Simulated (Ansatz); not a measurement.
Functionals compared on a constructed model of the (111) surface of germanium, (√3x√3)R30° In adatom at H3 (bottom of the slab: 3 H on 3 bottom sites), in Ansatz (plane waves, PAW). The structure was relaxed with PBE; the other rows are single points on it. Cutoff 420 eV (500 eV for r2SCAN).

Slab: 28 atoms, 13.7 Å thick at the start with caps and adatoms (thin: gaps and levels are the slab's own); k 5x5x1, smearing 0.025 eV, dipole-corrected; 6 atoms held, the rest relaxed; start symmetry kept, larger cells not searched; no spin (no spin-polarised run to compare, though such a face may carry moments), no spin-orbit, no U. The slab shows no gap on its mesh. In PBE it lies 0.02 eV a 1x1 cell over the lowest computed structure of the same composition ((√3x√3)R30° In adatom at T4). These notes are the PBE run's.

```csv
functional,work function of the top face (eV),rough cost of the single point
PBE,3.89,–
r2SCAN,4.03,very roughly 3 core-minutes
```

Ansatz is a first-principles code.
